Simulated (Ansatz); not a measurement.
Defect migration in rutile-type MgF2: interstitial H, charge state +1. The step: several atoms move together, H the farthest; the atom moves 1.21 Å along (-0.17, -0.04, -0.29) of the unit cell; the moving atom starts with neighbours F at 1.17, F at 1.19 Å and ends with F at 1.13, F at 1.21; Mg at 2.15 Å. A PBE band in Ansatz (plane-wave PAW, the Γ point alone, 72 host sites, 37 SCF runs with any check of the saddle's order, static, no finite-size correction) gives a forward barrier of 0.26 eV. The saddle point's order was not checked. The charge state is imposed; whether it is stable for some Fermi level was not computed. Sites that were not tried may lie lower.

Single points at the band's start and saddle point can refine it. Rough cost of one point, in units of the band's mean SCF on the same machine:

| Level | Cost of one point |
|---|---|
| PBE, a 2×2×2 k-point mesh shifted by half a step | about 9 |
| r2SCAN at 500 eV, the Γ point alone | about 3 |

Question: Which of these move the barrier by more than 0.1 eV, and how far does each move it?

Answer: Not one does. PBE, a 2×2×2 k-point mesh shifted by half a step: 0.00 eV; r2SCAN at 500 eV, the Γ point alone: -0.04 eV. Each functional is compared with PBE at the same k-points.

Ansatz is a program for electronic structure.
